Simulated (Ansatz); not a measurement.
LaB6 under a change: uniaxial stress, 3 GPa compression along x

Start from LaB6 (space group Pm-3m, No. 221; a = 4.1299 Å). Axes: x, y, z lie along the cube axes.

Now apply this change: uniaxial stress, 3 GPa compression along x, with the cell and atoms free to relax against it.

Calculations: PBEsol (Ansatz, a quantum-chemistry and plane-wave program, PAW, no spin-orbit coupling). Settings: 11×11×11 k-points, 0.05 eV Fermi–Dirac smearing.

| quantity | base | changed | shift |
|---|---|---|---|
| volume per atom | 10.06 Å³ | 10.01 Å³ | -0.055 Å³ |
| space group | Pm-3m (No. 221) | P4/mmm (No. 123) | – |
| shortest interatomic distance | 164.9 pm | 163.8 pm | -1.1 pm |
| energy relative to the base (free energy F) | 0 meV/atom | +0.6 meV/atom | +0.6 meV/atom |
| band gap | zero | zero | – |
| strain response (xx, yy, zz) (rough) | – | (−0.61, +0.03, +0.03) % | – |

Final structure:

```
LaB6
1.0
    4.10490     0.00000     0.00000
    0.00000     4.13109     0.00000
    0.00000     0.00000     4.13109
La B
1 6
Direct
  0.00000   0.00000   0.00000
  0.19953   0.50000   0.50000
  0.80047   0.50000   0.50000
  0.50000   0.50000   0.19958
  0.50000   0.50000   0.80042
  0.50000   0.19958   0.50000
  0.50000   0.80042   0.50000
```

Cost of the whole job for the changed cell (relaxation, final SCF and bands): roughly 70 core-seconds.

Without a gap, meshes like the base's 11×11×11 leave anisotropic stresses uncertain by several tenths of a GPa, and small strain energies with them. Beyond what the load breaks, stability against distortions was not tested. The final runs are not spin-polarised. An odd electron count without spin: LaB6.
